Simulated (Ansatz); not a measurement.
Consider a periodic stack without vacuum, fcc Pb (1 1 0) on tetragonal ZrO2 (1 0 0) (film strained to the substrate, started from cuts of the bulks and a machine-learned relaxation; slabs Zr8O16 and Pb6, which can lie off the formulas): substrate slab Zr8O16, film Pb6, surface cells [[0, 1], [-1, 0]] and [[1, 0], [0, 1]], film strained by +1.6 and +4.8 %, outermost planes OZr/OZr and Pb/Pb as cut, which need not be the usual terminations and can put a slab off its formula. Its start:

```yaml
crystal:
  lattice:
    - [5.28288, 0.00000, 0.31243]
    - [0.00000, 3.62105, -0.00899]
    - [0.69637, -0.97168, 27.59854]
  atoms:
    - { symbol: Zr, position: [0.39394, 0.51760, 0.05954] }
    - { symbol: Zr, position: [0.88523, 0.02949, 0.10188] }
    - { symbol: O, position: [0.17919, 0.01324, 0.04493] }
    - { symbol: O, position: [0.64576, 0.01362, 0.04760] }
    - { symbol: O, position: [0.09736, 0.53239, 0.11183] }
    - { symbol: O, position: [0.61304, 0.53397, 0.11794] }
    - { symbol: Zr, position: [0.50971, 0.55618, 0.19589] }
    - { symbol: Zr, position: [0.00345, 0.06952, 0.24250] }
    - { symbol: O, position: [0.31470, 0.05389, 0.18799] }
    - { symbol: O, position: [0.79666, 0.05215, 0.18149] }
    - { symbol: O, position: [0.20086, 0.57187, 0.25068] }
    - { symbol: O, position: [0.71919, 0.57341, 0.25584] }
    - { symbol: Zr, position: [0.60112, 0.59563, 0.33322] }
    - { symbol: Zr, position: [0.09488, 0.10906, 0.38013] }
    - { symbol: O, position: [0.40429, 0.09346, 0.32582] }
    - { symbol: O, position: [0.88575, 0.09199, 0.32051] }
    - { symbol: O, position: [0.28864, 0.61144, 0.38834] }
    - { symbol: O, position: [0.80607, 0.61358, 0.39484] }
    - { symbol: Zr, position: [0.71272, 0.63640, 0.47343] }
    - { symbol: Zr, position: [0.20449, 0.14928, 0.51696] }
    - { symbol: O, position: [0.50230, 0.13381, 0.46440] }
    - { symbol: O, position: [0.98728, 0.13204, 0.45849] }
    - { symbol: O, position: [0.41493, 0.65287, 0.53044] }
    - { symbol: O, position: [0.94643, 0.65244, 0.52900] }
    - { symbol: Pb, position: [0.40775, 0.24665, 0.67570] }
    - { symbol: Pb, position: [0.91482, 0.72696, 0.64234] }
    - { symbol: Pb, position: [0.45000, 0.38462, 0.80090] }
    - { symbol: Pb, position: [0.95721, 0.86399, 0.75931] }
    - { symbol: Pb, position: [0.49440, 0.34838, 0.91719] }
    - { symbol: Pb, position: [0.00044, 0.83895, 0.88646] }
```

The start was prepared with a machine-learned potential, and the result is one local minimum, with the in-plane cell held and forces under 0.04 eV/Å; the film can end far from its bulk form.

Method: PBE (plane waves to 420 eV, PAW; Ansatz, a program for electronic structure). Scalar-relativistic, without spin–orbit coupling; the runs are not spin-polarised. Its k-point mesh 6×9×1, Fermi–Dirac width 0.05 eV.

Predict the relaxed interface.


| Property | Value |
|---|---|
| interface area | 19.2 Å² |
| period | 26.87 Å |
| heights between the nearest atoms of the two slabs at the two interfaces | 2.59 and 2.98 Å |
| Pb–Zr contacts across the interfaces within 1.22 times the sum of covalent radii | 1, mean 3.69 Å |
